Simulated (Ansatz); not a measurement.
## Ni: response to strain

Take Ni in the hcp (Mg type) structure (space group P6_3/mmc, No. 194; a = 2.454 Å, c = 4.044 Å; ferromagnetic; relaxed with 0.1 eV smearing) as the base. Axes: x lies along a and z along c of the hexagonal cell.

Strains are applied to the cell and any free atomic positions relax; under biaxial strain the out-of-plane vector relaxes too; under stress the whole cell relaxes.

Calculations: plane-wave PAW DFT at the r2SCAN level (Ansatz, a first-principles code, 500 eV), no SOC.

Notes on the quantities. pressure: mean of the normal stresses, compression positive.

```csv
change,pressure,volume per atom,space group,largest site moment
base,0.0 GPa,10.54 Å³,P6_3/mmc (No. 194),0.79 μB
"biaxial strain −1.67 %, plane normal [001], relaxed out of plane",5.4 GPa,10.31 Å³,P6_3/mmc (No. 194),0.77 μB
"biaxial strain −1.38 %, plane normal [001], relaxed out of plane",4.3 GPa,10.35 Å³,P6_3/mmc (No. 194),0.77 μB
"biaxial strain −0.95 %, plane normal [001], relaxed out of plane",?,10.41 Å³,P6_3/mmc (No. 194),0.78 μB
"biaxial strain −0.63 %, plane normal [001], relaxed out of plane",?,?,P6_3/mmc (No. 194),0.78 μB
isotropic strain −0.33 %,2.2 GPa,10.44 Å³,P6_3/mmc (No. 194),0.78 μB
uniaxial strain ε_yy = −0.26 %,0.6 GPa,10.51 Å³,Cmcm (No. 63),0.78 μB
uniaxial strain ε_zz = +2.41 %,-4.6 GPa,10.80 Å³,P6_3/mmc (No. 194),0.79 μB
uniaxial strain ε_zz = +5.62 %,?,11.13 Å³,P6_3/mmc (No. 194),0.80 μB
"uniaxial stress, 2 GPa compression along x",–,10.51 Å³,Cmcm (No. 63),0.78 μB
```

Task: Complete the table.

Result: 
- biaxial strain −0.95 %, plane normal [001], relaxed out of plane, pressure: 2.9 GPa
- biaxial strain −0.63 %, plane normal [001], relaxed out of plane, pressure: 1.9 GPa
- biaxial strain −0.63 %, plane normal [001], relaxed out of plane, volume per atom: 10.46 Å³
- uniaxial strain ε_zz = +5.62 %, pressure: -9.5 GPa

Other magnetic orders, which the real material may have, were not ruled out. Stability under load was not tested beyond the relaxation. This is not the structure that Ni has at room temperature and ambient pressure.
